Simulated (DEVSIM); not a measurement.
Structure: Al0.35Ga0.65As/GaAs p-n heterojunction, at 300 K.

| layer (left to right) | material | thickness (μm) | Nd (cm⁻³) | Na (cm⁻³) | τn (s) | τp (s) |
|---|---|---|---|---|---|---|
| 1 | Al0.35Ga0.65As | 0.250 | - | 4.2e16 | 1.3e-9 | 1.3e-9 |
| 2 | GaAs | 2.50 | 2.7e15 | - | 1.3e-9 | 1.3e-9 |

Left contact: ohmic. Right contact: ohmic. Voltage is applied to the left contact. Recombination: SRH at mid-gap, radiative, Auger. Mobility is constant in doping.

This is a model device: material constants are rounded textbook-type values typed into the input, and sizes, dopings and lifetimes were drawn at random. Values at 300 K.

| parameter | Al0.35Ga0.65As | GaAs |
|---|---|---|
| gap (eV) | 1.8604 | 1.424 |
| affinity (eV) | 3.7935 | 4.07 |
| permittivity | 11.91 | 12.9 |
| Nc (cm⁻³) | 7.44e17 | 4.7e17 |
| Nv (cm⁻³) | 9e18 | 9e18 |
| μn (cm²/Vs) | 3495 | 8500 |
| μp (cm²/Vs) | 176 | 400 |
| B (cm³/s) | 2e-10 | 2e-10 |
| Cn (cm⁶/s) | 1e-30 | 1e-30 |
| Cp (cm⁶/s) | 1e-30 | 1e-30 |

DEVSIM, 1D drift-diffusion, Boltzmann statistics, complete ionisation; no tunnelling, impact ionisation, image-force lowering or self-heating. Band offsets follow the typed affinities; no thermionic-emission limit at abrupt steps, no polarisation charge.

Problem. Give the dark forward current.

Solution. 
```csv
V (V),J (A/cm²)
0.05,1.1e-9
0.10,3.7e-9
0.15,1.1e-8
0.20,3.0e-8
0.25,8.2e-8
0.30,2.2e-7
0.35,6.1e-7
0.40,1.7e-6
0.45,4.6e-6
0.50,1.3e-5
0.55,3.5e-5
0.60,9.9e-5
0.65,0.00028
0.70,0.00080
0.75,0.0024
0.80,0.0074
0.85,0.025
0.90,0.099
0.95,0.44
1.00,2.2
1.05,10
1.10,39
1.15,110
1.20,250
1.25,510
1.30,930
1.35,1600
1.40,2500
```
